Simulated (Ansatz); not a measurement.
Pressure series in ZrS2

Consider ZrS2 in the CdI2 type structure (space group P-3m1, No. 164; a = 3.635 Å, c = 5.720 Å; layered, stacked along the Cartesian z axis).

Cell and atoms are relaxed at each pressure.

Computed with Kohn–Sham DFT with the PBE-D3(BJ) functional, run in Ansatz (a first-principles code) with PAW and 420 eV plane waves, without spin-orbit coupling.

```tsv
pressure (GPa)	volume per atom (Å³/atom)
-1	22.622
0	21.814
0.3	21.625
0.7	21.399
1.5	?
3	20.412
5	19.775
7.5	19.127
10	18.583
```

**Question.** Fit the third-order Birch–Murnaghan form P(V) = (3B₀/2)[(V₀/V)^(7/3) − (V₀/V)^(5/3)]·[1 + (3/4)(B₀′ − 4)((V₀/V)^(2/3) − 1)] (squares taken in P) to the rows shown and predict the withheld row.

**Answer.** Least squares on the printed values gives V₀ = 21.834 Å³/atom, B₀ = 34.7 GPa, B₀′ = 7.6; this predicts 21.028 Å³/atom, and the run gives 21.010 Å³/atom, 0.018 lower.

A case with no gap was solved on a k-mesh chosen for an insulator, which is coarse for it. Load acts through the strain it causes; cell and atoms are relaxed under it. No phonon test of stability was made. Competing high-pressure phases were not computed. The final runs are not spin-polarised.
